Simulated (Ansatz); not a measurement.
Base system: W in the bcc (W type) structure (space group Im-3m, No. 229; a = 3.154 Å; relaxed with 0.1 eV smearing).

Calculations: Ansatz (a program for electronic structure), PBEsol, PAW, cutoff 420 eV, no spin-orbit coupling.

Base values:

```
Quantity   Result
--------  -------
Pressure  0.0 GPa
Band gap     zero
```

One thing is altered: the cell is scaled by 1.0050 in all directions, atoms relaxed at fixed cell.

Question: How does this affect the energy relative to the base?

Answer: The energy rises by 3.5 meV/atom.

Question: What happens to the pressure?

Answer: The pressure goes from zero to -4.7 GPa.

Question: Predict the new band gap.

Answer: The band gap stays zero.

The cells carry an imposed strain or load. Whether these cells are dynamically stable was not tested. The final runs are not spin-polarised.
